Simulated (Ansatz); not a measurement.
Here is the system:

```xyz
5
Lattice="3.9150 0.0000 0.0000 0.0000 3.9150 0.0000 0.0000 0.0000 3.9150" Properties=species:S:1:pos:R:3 pbc="T T T"
K      1.9575     1.9575     1.9575
Ta     0.0000     0.0000     0.0000
O      0.0000     1.9575     0.0000
O      1.9575     0.0000     0.0000
O      0.0000     0.0000     1.9575
```

Space group of this cell: Pm-3m, cubic perovskite. The cell is strained (all lengths scaled by 0.98); by r2SCAN its mean pressure is 13.5 GPa.

Transport runs along the normal of the first two printed cell vectors, the (001) plane of the conventional cell.

No gap correction and no spin-orbit coupling; mid-gap values are interpolated between computed energies.

Question: State the band gap and the smallest decay constant κ at mid-gap according to r2SCAN in Ansatz (an electronic-structure program).

Answer: Gap 2.77 eV on a 8×8×8 mesh; κ = 0.261 1/Å, at the zone centre.
